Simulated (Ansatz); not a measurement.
**Tl2Te in the anti-fluorite structure (space group Fm-3m, No. 225; a hypothetical phase, not in the database extracts checked)**

Tl$_{2}$Te has the cubic space group Fm-3m (No. 225), the anti-fluorite structure, Pearson symbol cF12. Lattice parameters: a = b = c = 7.9353 Å, α = β = γ = 90.00°. Te on 4a is surrounded by 8 Tl at 3.436 Å (cubic). Tl on 8c is coordinated by 4 Te at 3.436 Å (tetrahedral). (Neighbours: up to the widest gap in distance over summed covalent radii, below 1.35, at either atom; cation-cation and far metal-metal contacts left out.)
(The calculation used a cell of 3 atoms; values per cell refer to that cell.)

Level of theory: Kohn–Sham DFT with the PBE functional, run in Ansatz (a first-principles code) with PAW and 420 eV plane waves, no spin-orbit coupling. Γ-centred 7×7×7 mesh, Fermi–Dirac width 0.05 eV.

| Item | Result |
|---|---|
| Volume per atom | 41.64 Å³ |
| Density | 7.13 g/cm³ |
| Band gap | zero |
| Total energy | -9956.342 eV/atom (σ→0; compares only within this code and set-up) |

With Te and Tl present, leaving out spin-orbit coupling can change the band edges. Whether these cells are dynamically stable was not tested. The final runs are not spin-polarised. Gaps under 0.05 eV, about the width of the smearing, are given as zero. The zero or small gap of Tl2Te can change with the level of theory.
